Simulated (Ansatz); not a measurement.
The structure below was relaxed with LDA, PAW, 420 eV (Ansatz, a first-principles code; no spin-orbit coupling), at pressure 22.5 GPa.

Space group P4₂/mnm (No. 136); a = 4.4118 Å, b = 4.4118 Å, c = 2.8701 Å, α = 90.00°, β = 90.00°, γ = 90.00°

```tsv
atom	site	symmetry	x	y	z
Ti	2a	m.mm	0.0000	0.0000	0.0000
O	4f	m.2m	0.3021	0.3021	0.0000
```

Question: Write out a cell with all atoms.

Answer: 
```cif
data_O4Ti2
_chemical_formula_sum 'Ti2 O4'
_space_group_name_H-M_alt 'P 1'
_space_group_IT_number 1
_cell_length_a 4.41180
_cell_length_b 4.41180
_cell_length_c 2.87007
_cell_angle_alpha 90.000
_cell_angle_beta 90.000
_cell_angle_gamma 90.000
loop_
_space_group_symop_operation_xyz
  'x, y, z'
loop_
_atom_site_label
_atom_site_type_symbol
_atom_site_fract_x
_atom_site_fract_y
_atom_site_fract_z
_atom_site_occupancy
Ti1 Ti 0.00000 0.00000 0.00000 1
Ti2 Ti 0.50000 0.50000 0.50000 1
O1 O 0.30209 0.30209 0.00000 1
O2 O 0.80209 0.19791 0.50000 1
O3 O 0.19791 0.80209 0.50000 1
O4 O 0.69791 0.69791 0.00000 1
```
This is the conventional cell.

Load acts through the strain it causes; cell and atoms are relaxed under it. Whether these cells are dynamically stable was not tested. No other phases were tried under pressure. The final runs are not spin-polarised. The cell was made from TiO2 in the rutile structure (space group P4_2/mnm, No. 136) by this change: pressure 22.5 GPa.
